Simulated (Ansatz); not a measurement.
BAs: tensor shear ε_xy = +0.86 %

The parent structure is BAs in the zinc blende structure (space group F-43m, No. 216; a = 4.768 Å). Axes: x, y, z lie along the cube axes.

Modification: tensor shear ε_xy = +0.86 % (engineering shear γ = 0.0172), atoms relaxed at fixed cell.

Calculations: PBEsol/PAW in Ansatz (a first-principles code), spin-orbit coupling left out. Settings: 12×12×12 k-points, 0.05 eV Fermi–Dirac smearing.

| quantity | base | changed | shift |
|---|---|---|---|
| volume per atom | 13.55 Å³ | 13.55 Å³ | 0.00 Å³ |
| space group | F-43m (No. 216) | Imm2 (No. 44) | – |
| shortest interatomic distance | 206.5 pm | 205.7 pm | -0.73 pm |
| energy relative to the base (free energy F) | 0 meV/atom | +1.9 meV/atom | +1.9 meV/atom |
| pressure (mean of the normal stresses, compression positive) | 0.00 GPa | 0.03 GPa | +0.03 GPa |
| band gap | 1.08 eV | 0.98 eV | -0.10 eV |
| gap character | – | indirect, Γ → Γ–X (82 % along) | – |
| smallest direct gap | 3.25 eV | 3.05 eV | -0.20 eV |
| valence-band top at Γ (three highest levels, from the VBM) | 0.00, 0.00, 0.00 eV | 0.00, -0.08, -0.14 eV | – |
| stress (xx, yy, zz, yz, xz, xy; compression positive) | – | (0.05, 0.05, -0.01, 0.00, 0.00, -2.58) GPa | – |

The cells carry an imposed strain or load. Stability against distortions was not tested. k-point labels follow each cell's own Brillouin zone.
